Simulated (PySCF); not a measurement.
PySCF 2.14.0, PBE0/def2-svp, df: Ta(O)(F)2(Cl) ([O]=[Ta]([F])([F])[Cl]), 5 atoms. The geometry is a generated start, not checked to be a minimum at this level.

```yaml
task: energy
method: pbe0
basis: def2-svp
two_electron_scheme: density fitting
mol.max_memory: 3000 MB
mf.max_cycle: 100
mf.init_guess: minao (default)
mf.DIIS: CDIIS (default)
mf.conv_tol: 1e-09 (default)
mf.grids.level: 3 (default)
effective_core_potentials: those of the basis set, past Kr
basis_functions: 92
grid_points: 85496
```

```xyz
5

Ta     0.1308     0.1324    -0.0524
O      1.5646    -0.5670    -0.6345
F      0.3300     1.0291     1.5448
F     -0.8602     0.9778    -1.3568
Cl    -1.1653    -1.5723     0.4989
```

Charge 0 and multiplicity 1 are set for this test and not shown to be the ground state.

One run each on 2 threads, 1 BLAS thread. Values of diis_space tried: 3, 5, 8 (default), 12, 20.

### Question
Predict the course of the Fock builds along this series.

### Answer
Fewest Fock builds, within one of each other: 5 with 14, 8 (default) with 13, 12 with 13, 20 with 13. The count rises to 21 at 3. All converge to one solution.

```csv
diis_space,Fock builds,end
3,21,same solution
5,14,same solution
8 (default),13,same solution
12,13,same solution
20,13,same solution
```
